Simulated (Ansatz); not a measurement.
**YMgNO (model structure, started from the LaZnOP type, P4/nmm, No. 129, 8 atoms in the cell): bulk modulus by level of theory**

No measured value is used here.

```csv
level (code),value (GPa),cell (Å³/atom)
LDA (Ansatz),101,13.07
PBE (Ansatz),87.1,14.03
PBEsol (Ansatz),93.4,13.53
r²SCAN (Ansatz),95.5,13.72
```

LDA, PBE, PBEsol, r²SCAN: the bulk modulus is −V dP/dV from two relaxed cells at ±2 % in volume. Each level is taken at its own relaxed cell. Cutoffs differ between the levels. Ansatz's density-functional and Hartree–Fock values are scalar-relativistic unless marked +SOC, with PAW data made under PBE.

A model structure was made by putting elements into a prototype or built by hand; it is no filed structure, need not be a known phase, and can be a saddle point held by its symmetry.

Ansatz is an electronic-structure program.
